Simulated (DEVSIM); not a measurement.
Device: abrupt Si p-n junction, at 400 K.

Layer 1 from the left is Si, thickness (μm) 81.0, Na (cm⁻³) 9.7e16, τn (s) 3e-6, τp (s) 3e-6. Layer 2 from the left is Si, thickness (μm) 5.10, Nd (cm⁻³) 3.5e17, τn (s) 3e-6, τp (s) 3e-6.

Left contact: ohmic. Right contact: ohmic. Voltage is applied to the left contact. Recombination: SRH at mid-gap, radiative, Auger. Mobility is constant in doping.

The device is made up for the run: typed textbook-type constants, with dimensions and the other settings drawn at random. Values at 300 K; Nc and Nv go as T^1.5, mobilities as T to minus their exponent, the gap by Varshni's rule with the affinity fixed.

Si: gap (eV) 1.124, affinity (eV) 4.05, permittivity 11.7, Nc (cm⁻³) 2.86e19, Nv (cm⁻³) 3.1e19, μn (cm²/Vs) 1417, μp (cm²/Vs) 470, T exponent of μn 2.3, T exponent of μp 2.2, B (cm³/s) 4.7e-15, Cn (cm⁶/s) 2.8e-31, Cp (cm⁶/s) 9.9e-32, Varshni α (eV/K) 0.000473, Varshni β (K) 636.

Model (solved in DEVSIM): 1D drift-diffusion, Boltzmann statistics, complete ionisation; no tunnelling, impact ionisation, image-force lowering or self-heating.

Q: What does the simulation give for the dark forward voltage at 100 A/cm², the largest field in the device at zero bias, the potential step across the device at zero bias, the dark forward voltage at 1 A/cm²?

A: dark forward voltage at 100 A/cm² 0.738 V; largest field in the device at zero bias 120000 V/cm; potential step across the device at zero bias 0.716 V; dark forward voltage at 1 A/cm² 0.504 V.
